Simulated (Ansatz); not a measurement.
# Si well of 13 atomic layers along [001] in random Si0.8Ge0.2, Ge share that oscillates in the well

Prepared with LAMMPS with Tersoff's 1989 multicomponent potential (SiCGe.tersoff): minimisation. Geometry as solved with PBE, support functions at accuracy medium on the grid of 370 eV (Ansatz, a program for electronic structure).

```xyz
720
Lattice="16.58 0.00 0.00 0.00 16.58 0.00 0.00 0.00 54.99" Properties=species:S:1:pos:R:3 pbc="T T T"
Si    -0.03     0.02     0.02
Si     1.38     1.38     1.38
Si     2.76     2.76     0.00
Si     4.15     4.14     1.36
Si     2.75     0.00     2.76
Si     4.14     1.38     4.12
Si     0.00     2.75     2.75
Si     1.40     4.14     4.10
Si     0.00     0.00     5.52
Si     1.38     1.38     6.87
Si     2.74     2.74     5.47
Ge     4.14     4.14     6.87
Si     2.78     0.03     8.22
Si     4.14     1.38     9.63
Si     0.03     2.73     8.29
Si     1.37     4.13     9.66
Si    -0.01     0.01    11.05
Si     1.38     1.39    12.41
Si     2.76     2.74    11.01
Si     4.16     4.09    12.37
Si     2.75     0.00    13.77
Si     4.16     1.34    15.14
Si    -0.01     2.75    13.79
Si     1.32     4.13    15.18
Si    -0.02     0.00    16.54
Si     1.36     1.35    17.93
Ge     2.77     2.75    16.55
Si     4.16     4.16    17.95
Si     2.74    -0.02    19.27
Ge     4.14     1.39    20.67
Si     0.00     2.76    19.28
Si     1.37     4.14    20.67
Si     0.03     0.02    22.01
Si     1.38     1.39    23.41
Si     2.74     2.79    22.06
Si     4.15     4.15    23.40
Si     2.76     0.01    24.76
Si     4.15     1.38    26.13
Si     0.00     2.77    24.78
Si     1.39     4.14    26.13
Si     0.00     0.01    27.50
Si     1.38     1.38    28.86
Si     2.77     2.76    27.49
Si     4.15     4.14    28.86
Si     2.77     0.00    30.22
Si     4.15     1.38    31.57
Si     0.00     2.76    30.22
Si     1.38     4.15    31.58
Si     0.00    -0.01    32.93
Si     1.39     1.38    34.26
Si     2.77     2.76    32.92
Si     4.17     4.11    34.28
Ge     2.77     0.00    35.68
Si     4.16     1.41    37.08
Ge     0.00     2.75    35.67
Si     1.39     4.14    37.08
Si     0.00    -0.01    38.45
Si     1.39     1.38    39.81
Si     2.77     2.77    38.45
Si     4.16     4.14    39.81
Si     2.80     0.03    41.16
Si     4.17     1.39    42.56
Si     0.03     2.74    41.21
Si     1.40     4.13    42.57
Ge    -0.03     0.02    43.95
Si     1.42     1.39    45.30
Si     2.80     2.77    43.93
Si     4.16     4.15    45.32
Si     2.78    -0.01    46.64
Ge     4.14     1.38    48.08
Ge     0.01     2.77    46.70
Si     1.43     4.17    48.09
Ge    -0.01     0.03    49.44
Ge     1.40     1.44    50.87
Si     2.79     2.83    49.47
Si     4.18     4.16    50.84
Si     2.80     0.01    52.23
Si     4.14     1.42    53.58
Si    -0.04     2.78    52.28
Si     1.37     4.12    53.63
Ge     0.00     5.54     0.01
Si     1.42     6.93     1.39
Si     2.78     8.30     0.01
Si     4.15     9.68     1.38
Si     2.78     5.52     2.73
Si     4.18     6.89     4.09
Si     0.04     8.27     2.76
Si     1.38     9.68     4.09
Si     0.05     5.52     5.48
Si     1.37     6.89     6.89
Ge     2.78     8.29     5.50
Si     4.15     9.72     6.87
Si     2.72     5.52     8.28
Si     4.13     6.86     9.64
Si    -0.03     8.27     8.23
Ge     1.36     9.71     9.59
Si    -0.03     5.51    11.01
Si     1.32     6.89    12.39
Ge     2.76     8.28    11.04
Si     4.15     9.73    12.39
Ge     2.72     5.47    13.75
Ge     4.16     6.87    15.19
Si    -0.03     8.25    13.78
Ge     1.35     9.69    15.15
Si    -0.02     5.52    16.56
Si     1.35     6.87    17.97
Ge     2.75     8.29    16.62
Si     4.17     9.71    17.98
Si     2.76     5.51    19.31
Si     4.15     6.90    20.66
Si    -0.02     8.28    19.30
Si     1.37     9.66    20.65
Si     0.00     5.53    22.03
Si     1.40     6.88    23.38
Si     2.75     8.27    22.01
Ge     4.16     9.66    23.40
Si     2.77     5.52    24.77
Si     4.15     6.90    26.14
Ge     0.00     8.29    24.76
Si     1.39     9.68    26.16
Si     0.00     5.51    27.50
Si     1.38     6.91    28.85
Si     2.77     8.29    27.50
Si     4.15     9.67    28.86
Si     2.76     5.53    30.21
Si     4.14     6.90    31.58
Si     0.01     8.29    30.22
Si     1.38     9.68    31.58
Si    -0.01     5.53    32.93
Si     1.35     6.93    34.29
Si     2.76     8.29    32.93
Si     4.13     9.67    34.30
Ge     2.77     5.53    35.67
Si     4.17     6.92    37.06
Si    -0.01     8.30    35.68
Si     1.38     9.66    37.05
Si     0.03     5.56    38.40
Si     1.43     6.89    39.76
Si     2.79     8.30    38.41
Si     4.17     9.65    39.79
Si     2.75     5.49    41.16
Ge     4.14     6.89    42.56
Ge     0.01     8.29    41.13
Ge     1.38     9.69    42.62
Si     0.04     5.50    43.96
Si     1.38     6.89    45.36
Si     2.76     8.26    44.01
Si     4.14     9.63    45.35
Si     2.79     5.53    46.71
Si     4.15     6.91    48.10
Si    -0.01     8.29    46.71
Si     1.36     9.64    48.12
Ge     0.00     5.53    49.48
Si     1.38     6.95    50.87
Si     2.77     8.28    49.48
Si     4.13     9.64    50.87
Ge     2.77     5.54    52.25
Si     4.18     6.94    53.65
Si     0.00     8.31    52.23
Si     1.41     9.65    53.59
Ge     0.03    11.07    -0.01
Si     1.41    12.46     1.42
Si     2.79    13.80     0.03
Si     4.11    15.21     1.39
Si     2.77    11.05     2.76
Si     4.11    12.41     4.17
Si     0.00    13.84     2.76
Si     1.37    15.22     4.14
Ge     0.00    11.08     5.50
Si     1.40    12.49     6.89
Si     2.76    13.85     5.51
Si     4.15    15.22     6.88
Si     2.80    11.12     8.23
Si     4.17    12.47     9.63
Si    -0.03    13.82     8.24
Ge     1.38    15.22     9.63
Si    -0.02    11.10    10.99
Ge     1.39    12.47    12.40
Si     2.81    13.84    11.00
Si     4.13    15.23    12.38
Si     2.79    11.06    13.78
Si     4.14    12.40    15.17
Si    -0.02    13.85    13.80
Si     1.35    15.24    15.14
Si    -0.05    11.08    16.56
Si     1.35    12.42    17.95
Ge     2.74    13.83    16.54
Si     4.16    15.22    17.92
Si     2.75    11.07    19.31
Si     4.16    12.46    20.65
Si    -0.02    13.82    19.29
Si     1.38    15.19    20.64
Si    -0.03    11.04    21.99
Ge     1.38    12.44    23.40
Si     2.78    13.85    22.00
Si     4.13    15.23    23.38
Si     2.77    11.05    24.81
Si     4.13    12.42    26.18
Si     0.00    13.83    24.81
Si     1.39    15.21    26.14
Si     0.00    11.06    27.50
Si     1.38    12.44    28.86
Si     2.76    13.82    27.51
Si     4.15    15.20    28.86
Si     2.76    11.06    30.22
Si     4.14    12.43    31.58
Si     0.00    13.82    30.22
Si     1.38    15.20    31.58
Si     0.00    11.06    32.94
Si     1.37    12.44    34.31
Si     2.76    13.81    32.94
Si     4.17    15.19    34.28
Si     2.74    11.03    35.66
Ge     4.13    12.45    37.05
Si     0.00    13.82    35.68
Si     1.35    15.19    37.08
Si    -0.01    11.07    38.39
Si     1.34    12.46    39.76
Si     2.73    13.86    38.45
Si     4.15    15.22    39.80
Ge     2.78    11.09    41.15
Si     4.15    12.49    42.55
Si    -0.03    13.80    41.15
Ge     1.40    15.18    42.52
Si    -0.04    11.09    43.96
Si     1.36    12.46    45.28
Si     2.78    13.81    43.95
Si     4.16    15.20    45.30
Ge     2.73    11.06    46.72
Si     4.14    12.47    48.09
Si    -0.01    13.81    46.65
Ge     1.41    15.17    48.04
Si     0.02    11.02    49.50
Si     1.40    12.41    50.86
Si     2.78    13.80    49.50
Si     4.15    15.20    50.87
Si     2.78    11.04    52.24
Si     4.14    12.42    53.63
Si     0.01    13.77    52.23
Ge     1.39    15.20    53.63
Ge     5.52     0.02     0.00
Si     6.91     1.44     1.39
Si     8.26     2.83     0.02
Si     9.65     4.18     1.36
Ge     8.29     0.01     2.77
Si     9.68     1.38     4.19
Si     5.51     2.78     2.76
Si     6.91     4.13     4.12
Si     5.52     0.02     5.51
Si     6.91     1.37     6.89
Si     8.28     2.75     5.51
Si     9.66     4.11     6.88
Si     8.29    -0.02     8.25
Si     9.69     1.33     9.60
Si     5.54     2.74     8.27
Si     6.89     4.15     9.61
Si     5.51    -0.01    11.00
Si     6.86     1.36    12.39
Ge     8.29     2.74    11.00
Si     9.68     4.10    12.43
Ge     8.28    -0.02    13.77
Ge     9.71     1.40    15.19
Si     5.51     2.73    13.78
Si     6.87     4.09    15.20
Si     5.54     0.01    16.55
Si     6.92     1.39    17.92
Si     8.28     2.78    16.57
Si     9.68     4.14    17.94
Si     8.29     0.01    19.29
Si     9.68     1.38    20.67
Si     5.56     2.79    19.28
Si     6.93     4.15    20.67
Si     5.55     0.00    22.05
Si     6.92     1.39    23.41
Si     8.30     2.76    22.03
Si     9.68     4.15    23.39
Si     8.31     0.02    24.78
Si     9.68     1.39    26.14
Si     5.53     2.76    24.76
Si     6.91     4.14    26.13
Si     5.53     0.01    27.50
Si     6.91     1.39    28.86
Si     8.29     2.77    27.49
Si     9.67     4.14    28.85
Si     8.29     0.01    30.22
Si     9.67     1.39    31.58
Si     5.53     2.76    30.21
Si     6.91     4.14    31.57
Si     5.54     0.00    32.94
Si     6.91     1.38    34.31
Si     8.29     2.77    32.94
Si     9.67     4.14    34.31
Si     8.30     0.02    35.67
Si     9.67     1.38    37.06
Si     5.54     2.76    35.68
Si     6.90     4.14    37.05
Si     5.53     0.02    38.43
Si     6.91     1.38    39.81
Si     8.28     2.76    38.42
Si     9.62     4.13    39.81
Si     8.29     0.01    41.19
Si     9.65     1.35    42.60
Si     5.54     2.76    41.18
Si     6.92     4.13    42.57
Si     5.54     0.00    43.93
Si     6.91     1.38    45.31
Si     8.28     2.74    43.94
Si     9.67     4.09    45.31
Si     8.31     0.03    46.68
Si     9.68     1.38    48.09
Si     5.54     2.76    46.67
Ge     6.90     4.14    48.11
Si     5.52     0.01    49.51
Si     6.89     1.41    50.84
Si     8.31     2.75    49.49
Si     9.67     4.17    50.85
Ge     8.27    -0.02    52.21
Ge     9.67     1.44    53.62
Si     5.53     2.79    52.23
Si     6.90     4.18    53.61
Si     5.54     5.54     0.01
Si     6.92     6.91     1.38
Si     8.29     8.28    -0.02
Si     9.64     9.69     1.33
Si     8.28     5.53     2.76
Si     9.66     6.88     4.15
Si     5.53     8.29     2.74
Si     6.90     9.66     4.13
Si     5.55     5.53     5.46
Si     6.93     6.90     6.84
Si     8.30     8.29     5.49
Si     9.69     9.66     6.85
Si     8.26     5.49     8.21
Ge     9.66     6.91     9.57
Ge     5.52     8.28     8.25
Si     6.87     9.71     9.65
Si     5.51     5.48    11.00
Si     6.87     6.86    12.36
Ge     8.25     8.30    11.02
Ge     9.69     9.75    12.40
Ge     8.25     5.48    13.79
Ge     9.68     6.90    15.23
Ge     5.54     8.31    13.75
Ge     6.95     9.72    15.20
Si     5.56     5.50    16.59
Si     6.92     6.91    17.95
Si     8.30     8.30    16.62
Si     9.69     9.69    17.94
Si     8.31     5.54    19.31
Si     9.68     6.92    20.66
Si     5.53     8.29    19.31
Si     6.92     9.67    20.65
Si     5.53     5.53    22.03
Si     6.92     6.90    23.40
Si     8.29     8.29    22.03
Si     9.67     9.66    23.39
Si     8.29     5.52    24.76
Si     9.67     6.90    26.13
Si     5.56     8.26    24.79
Si     6.92     9.67    26.14
Si     5.53     5.52    27.49
Si     6.91     6.91    28.86
Si     8.30     8.29    27.50
Si     9.67     9.67    28.87
Si     8.30     5.52    30.21
Si     9.67     6.90    31.57
Si     5.52     8.28    30.22
Si     6.89     9.67    31.58
Si     5.53     5.51    32.93
Si     6.90     6.89    34.30
Si     8.26     8.26    32.91
Ge     9.66     9.70    34.26
Si     8.28     5.52    35.68
Si     9.63     6.90    37.05
Si     5.51     8.27    35.66
Ge     6.91     9.67    37.06
Si     5.53     5.52    38.43
Si     6.91     6.89    39.80
Si     8.31     8.27    38.45
Si     9.71     9.65    39.78
Si     8.27     5.52    41.18
Si     9.64     6.91    42.53
Si     5.55     8.28    41.15
Si     6.92     9.63    42.54
Si     5.56     5.50    43.95
Si     6.90     6.92    45.29
Si     8.29     8.28    43.93
Si     9.67     9.67    45.31
Ge     8.33     5.55    46.69
Si     9.69     6.95    48.12
Si     5.54     8.26    46.70
Si     6.93     9.62    48.06
Si     5.52     5.56    49.49
Si     6.90     6.91    50.86
Si     8.28     8.28    49.48
Si     9.64     9.62    50.88
Si     8.28     5.53    52.23
Si     9.67     6.90    53.60
Si     5.53     8.29    52.24
Si     6.91     9.66    53.62
Si     5.52    11.03    -0.01
Si     6.89    12.38     1.38
Ge     8.30    13.78     0.00
Si     9.69    15.18     1.40
Si     8.26    11.02     2.73
Ge     9.66    12.44     4.12
Ge     5.51    13.81     2.78
Si     6.89    15.21     4.18
Si     5.54    11.07     5.50
Si     6.89    12.47     6.86
Si     8.28    13.85     5.53
Si     9.68    15.20     6.89
Ge     8.30    11.07     8.25
Si     9.72    12.48     9.64
Si     5.53    13.85     8.25
Si     6.91    15.21     9.63
Si     5.53    11.10    11.02
Si     6.94    12.46    12.37
Si     8.31    13.83    11.00
Si     9.70    15.18    12.37
Si     8.30    11.14    13.80
Si     9.69    12.47    15.18
Ge     5.53    13.83    13.78
Si     6.92    15.19    15.22
Si     5.52    11.09    16.59
Si     6.92    12.46    17.93
Si     8.31    13.83    16.57
Si     9.67    15.20    17.94
Si     8.30    11.06    19.29
Si     9.71    12.41    20.64
Si     5.53    13.84    19.29
Si     6.90    15.22    20.65
Si     5.55    11.07    22.00
Si     6.92    12.39    23.40
Ge     8.31    13.82    22.03
Si     9.70    15.23    23.42
Si     8.30    11.04    24.77
Si     9.66    12.45    26.13
Ge     5.52    13.82    24.77
Si     6.93    15.23    26.15
Si     5.53    11.04    27.51
Si     6.91    12.44    28.86
Si     8.29    13.83    27.50
Si     9.68    15.21    28.86
Si     8.29    11.06    30.23
Si     9.68    12.46    31.57
Si     5.53    13.82    30.22
Si     6.92    15.21    31.58
Si     5.52    11.06    32.95
Si     6.90    12.46    34.29
Si     8.30    13.83    32.94
Si     9.68    15.21    34.31
Si     8.27    11.08    35.65
Ge     9.71    12.43    37.04
Si     5.55    13.85    35.66
Si     6.89    15.25    37.03
Si     5.52    11.06    38.46
Si     6.86    12.45    39.83
Ge     8.26    13.86    38.45
Si     9.69    15.23    39.84
Ge     8.31    11.06    41.18
Si     9.70    12.48    42.58
Si     5.52    13.86    41.19
Si     6.91    15.22    42.55
Ge     5.50    11.02    43.91
Ge     6.92    12.46    45.33
Si     8.31    13.87    43.92
Si     9.68    15.23    45.31
Si     8.29    11.01    46.70
Ge     9.67    12.44    48.06
Si     5.49    13.84    46.71
Ge     6.92    15.23    48.10
Ge     5.52    11.02    49.45
Ge     6.94    12.45    50.89
Si     8.33    13.84    49.49
Si     9.72    15.19    50.83
Si     8.32    11.01    52.27
Si     9.71    12.41    53.59
Si     5.49    13.82    52.27
Si     6.88    15.18    53.61
Ge    11.09    -0.01     0.03
Si    12.49     1.39     1.40
Si    13.82     2.77     0.00
Si    15.20     4.10     1.38
Si    13.84    -0.01     2.76
Si    15.22     1.37     4.13
Ge    11.05     2.78     2.77
Si    12.43     4.15     4.19
Si    11.06    -0.02     5.51
Si    12.45     1.34     6.87
Si    13.81     2.72     5.49
Ge    15.22     4.13     6.87
Si    13.83     0.00     8.27
Si    15.22     1.36     9.65
Si    11.04     2.71     8.21
Ge    12.47     4.09     9.60
Si    11.07    -0.01    11.00
Si    12.43     1.39    12.38
Si    13.86     2.73    11.03
Si    15.21     4.12    12.41
Ge    13.81     0.00    13.79
Si    15.21     1.40    15.19
Si    11.11     2.78    13.78
Si    12.47     4.14    15.18
Si    11.08    -0.03    16.59
Si    12.45     1.37    17.93
Si    13.82     2.76    16.56
Si    15.19     4.14    17.93
Si    13.83    -0.01    19.29
Si    15.23     1.36    20.64
Si    11.05     2.75    19.29
Si    12.41     4.17    20.63
Si    11.06     0.00    22.03
Si    12.41     1.38    23.42
Ge    13.82     2.77    22.03
Si    15.22     4.17    23.42
Si    13.79     0.03    24.79
Si    15.20     1.39    26.14
Si    11.04     2.77    24.77
Si    12.43     4.14    26.13
Si    11.05     0.01    27.49
Si    12.44     1.38    28.86
Si    13.82     2.77    27.50
Si    15.20     4.14    28.87
Si    13.82     0.00    30.22
Si    15.20     1.38    31.58
Si    11.05     2.76    30.21
Si    12.43     4.14    31.58
Si    11.06     0.01    32.94
Si    12.44     1.38    34.31
Si    13.81     2.76    32.94
Si    15.19     4.16    34.29
Si    13.82    -0.02    35.67
Si    15.21     1.31    37.04
Si    11.04     2.76    35.67
Si    12.43     4.14    37.00
Si    11.04    -0.02    38.41
Si    12.42     1.32    39.80
Ge    13.81     2.72    38.40
Ge    15.23     4.16    39.81
Si    13.81    -0.01    41.18
Si    15.17     1.41    42.54
Ge    11.03     2.73    41.18
Si    12.46     4.13    42.54
Si    11.06     0.00    43.94
Si    12.44     1.39    45.30
Si    13.82     2.78    43.94
Si    15.20     4.16    45.30
Si    13.79     0.01    46.69
Si    15.15     1.39    48.07
Si    11.04     2.73    46.69
Ge    12.43     4.15    48.10
Si    11.06     0.01    49.46
Si    12.43     1.38    50.86
Si    13.82     2.74    49.50
Si    15.18     4.13    50.88
Si    13.79     0.03    52.27
Si    15.18     1.39    53.63
Si    11.08     2.81    52.20
Si    12.44     4.16    53.61
Si    11.04     5.52    -0.02
Si    12.43     6.89     1.32
Si    13.79     8.27    -0.05
Ge    15.17     9.64     1.39
Ge    13.83     5.52     2.76
Si    15.27     6.90     4.13
Ge    11.05     8.30     2.73
Si    12.43     9.72     4.12
Si    11.04     5.52     5.53
Si    12.42     6.90     6.89
Ge    13.83     8.30     5.49
Si    15.19     9.69     6.92
Si    13.82     5.55     8.24
Si    15.20     6.90     9.62
Si    11.08     8.32     8.22
Si    12.44     9.70     9.61
Ge    11.04     5.49    11.03
Ge    12.51     6.90    12.41
Si    13.83     8.31    10.95
Ge    15.19     9.69    12.39
Si    13.87     5.49    13.82
Si    15.20     6.90    15.19
Ge    11.10     8.34    13.83
Si    12.48     9.74    15.22
Si    11.10     5.49    16.58
Si    12.45     6.91    17.92
Si    13.83     8.29    16.55
Si    15.19     9.67    17.93
Si    13.82     5.53    19.29
Si    15.19     6.91    20.67
Si    11.06     8.29    19.29
Si    12.44     9.67    20.66
Si    11.05     5.53    22.02
Si    12.43     6.90    23.39
Si    13.80     8.28    22.03
Si    15.17     9.69    23.36
Si    13.81     5.53    24.77
Si    15.18     6.88    26.16
Si    11.03     8.26    24.74
Ge    12.44     9.67    26.13
Si    11.06     5.53    27.49
Si    12.43     6.90    28.87
Si    13.84     8.27    27.52
Si    15.21     9.67    28.86
Si    13.82     5.52    30.23
Si    15.20     6.92    31.57
Si    11.05     8.29    30.22
Si    12.45     9.68    31.57
Si    11.05     5.52    32.94
Si    12.46     6.89    34.29
Si    13.83     8.30    32.94
Si    15.20     9.68    34.31
Si    13.83     5.53    35.67
Si    15.20     6.91    37.04
Ge    11.07     8.28    35.70
Si    12.48     9.69    37.08
Ge    11.05     5.52    38.43
Si    12.45     6.93    39.82
Si    13.84     8.29    38.43
Si    15.19     9.72    39.77
Si    13.79     5.52    41.19
Ge    15.19     6.89    42.59
Si    11.04     8.27    41.17
Ge    12.43     9.70    42.56
Ge    11.04     5.50    43.91
Ge    12.44     6.94    45.36
Si    13.84     8.33    43.97
Si    15.21     9.69    45.34
Si    13.86     5.53    46.71
Si    15.19     6.93    48.08
Si    11.03     8.33    46.74
Si    12.46     9.65    48.08
Si    11.04     5.56    49.49
Si    12.44     6.91    50.86
Si    13.82     8.29    49.47
Si    15.19     9.67    50.86
Si    13.81     5.53    52.23
Si    15.19     6.92    53.58
Si    11.05     8.28    52.24
Si    12.42     9.67    53.60
Si    11.07    11.05    -0.01
Si    12.44    12.44     1.35
Si    13.84    13.81    -0.01
Si    15.20    15.20     1.38
Si    13.80    11.10     2.76
Si    15.18    12.48     4.11
Si    11.09    13.83     2.73
Si    12.44    15.21     4.12
Si    11.07    11.06     5.52
Si    12.45    12.45     6.88
Si    13.81    13.84     5.50
Si    15.19    15.21     6.88
Si    13.82    11.08     8.26
Si    15.18    12.46     9.63
Si    11.08    13.84     8.26
Si    12.46    15.21     9.64
Si    11.11    11.11    10.99
Si    12.46    12.47    12.41
Si    13.83    13.84    11.02
Si    15.21    15.20    12.39
Si    13.81    11.11    13.81
Si    15.20    12.47    15.18
Si    11.06    13.83    13.78
Si    12.42    15.18    15.19
Si    11.05    11.08    16.56
Si    12.44    12.44    17.92
Si    13.81    13.82    16.55
Si    15.19    15.20    17.91
Si    13.81    11.04    19.28
Si    15.18    12.43    20.64
Si    11.06    13.82    19.29
Si    12.43    15.21    20.66
Si    11.06    11.04    22.03
Si    12.42    12.44    23.39
Si    13.79    13.80    22.00
Ge    15.19    15.21    23.39
Si    13.83    11.09    24.74
Si    15.20    12.44    26.14
Si    11.06    13.82    24.77
Si    12.43    15.20    26.14
Si    11.03    11.08    27.52
Si    12.44    12.45    28.86
Si    13.82    13.82    27.50
Si    15.20    15.20    28.86
Si    13.82    11.06    30.21
Si    15.20    12.44    31.57
Si    11.06    13.84    30.22
Si    12.44    15.21    31.59
Si    11.09    11.09    32.90
Si    12.46    12.45    34.30
Si    13.83    13.82    32.94
Si    15.21    15.20    34.31
Si    13.82    11.07    35.68
Si    15.19    12.45    37.04
Si    11.09    13.84    35.65
Si    12.44    15.20    37.04
Si    11.10    11.04    38.45
Si    12.44    12.46    39.81
Si    13.81    13.83    38.42
Si    15.19    15.20    39.81
Si    13.83    11.09    41.16
Si    15.18    12.45    42.56
Si    11.07    13.84    41.19
Si    12.44    15.21    42.57
Si    11.03    11.09    43.97
Si    12.44    12.44    45.33
Si    13.80    13.82    43.94
Si    15.16    15.19    45.34
Si    13.79    11.02    46.68
Ge    15.22    12.39    48.06
Si    11.06    13.85    46.67
Si    12.40    15.24    48.05
Ge    11.07    11.01    49.51
Si    12.44    12.42    50.90
Ge    13.76    13.81    49.46
Ge    15.19    15.21    50.89
Si    13.82    11.04    52.25
Si    15.19    12.44    53.59
Si    11.07    13.81    52.24
Si    12.46    15.17    53.60
```
